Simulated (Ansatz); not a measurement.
The reference is W (space group Pm-3n, No. 223).

```xyz
8
Lattice="5.0330 0.0000 0.0000 0.0000 5.0330 0.0000 0.0000 0.0000 5.0330" Properties=species:S:1:pos:R:3 pbc="T T T"
W      0.0000     0.0000     0.0000
W      2.5165     2.5165     2.5165
W      0.0000     2.5165     1.2583
W      0.0000     2.5165     3.7748
W      1.2583     0.0000     2.5165
W      3.7748     0.0000     2.5165
W      2.5165     3.7748     0.0000
W      2.5165     1.2583     0.0000
```

Cartesian axes are those of the cell as printed.

Method: DFT with PBEsol, PAW potentials and a 420 eV plane-wave cutoff in Ansatz (a first-principles code), scalar-relativistic without spin-orbit coupling.

Strains are applied to the cell and any free atomic positions relax; under biaxial strain the out-of-plane vector relaxes too.

One change was made to it. Results:

The volume per atom goes up by 0.73 Å³, from 15.94 Å³ to 16.67 Å³; the band gap remains zero; the energy increases by 93 meV/atom; the pressure (mean of the normal stresses, compression positive) goes from zero to -11.9 GPa.

Name the change that was made.
A) tensor shear ε_yz = −0.37 %
B) biaxial strain +4.92 %, plane normal [111], relaxed out of plane
C) isotropic strain +5.64 %

B, biaxial strain +4.92 %, plane normal [111], relaxed out of plane. For comparison, the energy relative to the base in the other runs: isotropic strain +5.64 % gives +0.378 eV/atom; tensor shear ε_yz = −0.37 % gives +0.3 meV/atom.

Without a gap, meshes like the base's 9×9×9 leave anisotropic stresses uncertain by several tenths of a GPa, and small strain energies with them. Whether these cells are dynamically stable was not tested. All final runs are without spin polarisation. This is not the structure that W has at room temperature and ambient pressure.
